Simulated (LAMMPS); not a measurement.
MD of Au (fcc) at zero pressure, 2048 atoms, as a liquid; each row is its own run.

Model: classical MD, pair style meam, file library.meam (library.meam-Au), run in LAMMPS.

| T (K) | D(Au) (cm²/s) |
|---|---|
| 740 | 1.64e-6 |
| 1200 | 1.40e-5 |
| 1340 | 2.02e-5 |
| 1470 | 2.78e-5 |
| 1870 | 5.28e-5 |

**Question.** Fit an Arrhenius law, ln y = a + b / x, to these rows (x is the first column, y the second) and predict the run at x = 1670.

**Answer.** Least squares gives a = -7.6216 and b = -4230. The slope times kB gives an activation energy of 0.36 eV. At x = 1670 the fit predicts 3.89e-5 cm²/s. The run itself gave (3.73 ± 0.06) × 10^-5 cm²/s, so the fit is 4.3 % high.

Caution (row 740): enthalpy drifts during the constant-pressure average: a transition or slow ageing; fluctuation values are void.

Caution: the potential MEAM library.meam-Au is a first-neighbour MEAM set with a 4 Å cutoff, used here without a parameter file and away from the static properties it was fitted to.

Caution (rows 740; 1200): this liquid lies under the measured melting point of 1337 K, so it is undercooled or the potential melts low.

Caution: a run this short can hold a crystal over, or a liquid under, the potential's own melting point, which these runs don't give.

Errors of D are the spread over four groups of atoms in one short run; a floor of about 5 %, a picked value, is safer.
